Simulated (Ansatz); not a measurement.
The starting structures come from a database of crystals and need not be the phases stable at ambient conditions.

 Where the default PAW files enter, the runs use the earlier of Ansatz's two default sets.

Input:

```yaml
crystal:
  lattice:
    - [5.51621, 0.00000, 0.00000]
    - [-2.75811, 4.77718, 0.00000]
    - [2.75810, 1.59239, 4.86369]
  atoms:
    - { symbol: In, position: [0.71424, 0.35712, 0.92864] }
    - { symbol: In, position: [0.28576, 0.64288, 0.07136] }
    - { symbol: In, position: [0.28576, 0.14288, 0.57136] }
    - { symbol: In, position: [0.71424, 0.85712, 0.42864] }
    - { symbol: O, position: [0.20350, 0.25000, 0.25000] }
    - { symbol: O, position: [0.79649, 0.75000, 0.75000] }
    - { symbol: O, position: [0.50000, 0.95351, 0.25000] }
    - { symbol: O, position: [0.50000, 0.04650, 0.75000] }
    - { symbol: O, position: [0.79649, 0.54649, 0.25000] }
    - { symbol: O, position: [0.20350, 0.45350, 0.75000] }
```

Space group of this cell: R-3c, corundum. The cell is taken as given; by r2SCAN its mean pressure is -0.8 GPa.

Method: r2SCAN (plane waves, PAW; Ansatz, a quantum-chemistry and plane-wave program).

The current runs along the normal of the first two printed vectors; no spin-orbit coupling. Scaled by the factor s: the length along the current (ions clamped). Meshes 8×8×8 and 6×6 across the current in all rows.

| s | mean pressure (GPa) | slowest mid-gap decay constant κ (1/Å) |
|---|---|---|
| 0.97 | 4.4 | ? |
| 1.00 | -0.8 | 0.163 |
| 1.03 | -5.2 | 0.150 |

### Question
Take the slope of the slowest mid-gap decay constant κ against ln s from the two given rows, extrapolate to s = 0.97, and say what the run there gives.

### Answer
Slope = (0.150 − 0.163) / ln 1.03 = -0.440 1/Å. The line gives 0.163 + (-0.440) × ln 0.97 = 0.176 1/Å. The run gives 0.174 1/Å, 0.002 1/Å under the line, 18 % of the predicted step.
